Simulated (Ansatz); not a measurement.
AlN (P6_3mc): band-edge transport data

Data:

```
AlN
1.0
    3.10670     0.00000     0.00000
   -1.55335     2.69048     0.00000
    0.00000     0.00000     4.97858
Al N
2 2
Direct
  0.66667   0.33333   0.49921
  0.33333   0.66667   0.99921
  0.66667   0.33333   0.88079
  0.33333   0.66667   0.38079
```

Level of theory: r2SCAN with spin-orbit coupling, rigid bands (plane waves, PAW; Ansatz, a first-principles code). Geometry: cell and atoms relaxed with r2SCAN.

```
Quantity                                                                                                                                                           Value
---------------------------------------------------------------------------------------------------------------------------------------  -------------------------------
band gap                                                                                                                                                         4.88 eV
electron conductivity mass (300 K, dilute)                                                                                               0.32 (x), 0.32 (y), 0.31 (z) mₑ
hole conductivity mass (300 K, dilute)                                                                                                     3.7 (x), 3.7 (y), 0.42 (z) mₑ
effective density of states N_c (300 K)                                                                                                                      4.4e18 cm⁻³
effective density of states N_v (300 K)                                                                                                                      6.2e19 cm⁻³
density-of-states mass, electrons                                                                                                                                0.31 mₑ
density-of-states mass, holes                                                                                                                                    1.82 mₑ
Seebeck coefficient, n-type 1e19 cm⁻³, 300 K                                                                                                                   -160 μV/K
Seebeck coefficient, p-type 1e19 cm⁻³, 300 K                                                                                                                    374 μV/K
best p-type power factor at 300 K for τ = 10 fs (best axis; densities from 1e16 to 1e21 cm⁻³ tried, whether or not they can be reached)     16.0 μW/(cm·K²) at 1e20 cm⁻³
```

Rigid bands; masses and Seebeck coefficients take one relaxation time τ for all states and one kind of carrier; polarons and phonon drag are left out.
